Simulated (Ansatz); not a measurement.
The parent structure is BN (space group P6_3/mmc, No. 194; layered, stacked along the Cartesian z axis).

```yaml
crystal:
  lattice:
    - [2.50644, 0.00000, 0.00000]
    - [-1.25322, 2.17064, 0.00000]
    - [0.00000, 0.00000, 6.61468]
  atoms:
    - { symbol: B, position: [0.66667, 0.33333, 0.75000] }
    - { symbol: B, position: [0.33333, 0.66667, 0.25000] }
    - { symbol: N, position: [0.33333, 0.66667, 0.75000] }
    - { symbol: N, position: [0.66667, 0.33333, 0.25000] }
```

Computed with plane-wave PAW DFT at the PBE-D3(BJ) level (Ansatz, a quantum-chemistry and plane-wave program, 420 eV), no spin-orbit coupling.

Strains are applied to the cell and any free atomic positions relax.

One change was made to it. Results:

```csv
quantity,base,after
"pressure (mean of the normal stresses, compression positive)",0.00 GPa,-18.28 GPa
energy relative to the base (free energy F),0 meV/atom,+51 meV/atom
```

Which change produced these results?
(A) isotropic strain +3.00 %
(B) isotropic strain +2.40 %
(C) isotropic strain +1.80 %
(D) isotropic strain +0.60 %
(E) isotropic strain +1.20 %

A, isotropic strain +3.00 %. For comparison, the energy relative to the base in the other runs: isotropic strain +2.40 % gives +33 meV/atom; isotropic strain +0.60 % gives +2.2 meV/atom; isotropic strain +1.20 % gives +8.5 meV/atom; isotropic strain +1.80 % gives +19 meV/atom.

No phonon test of stability was made.
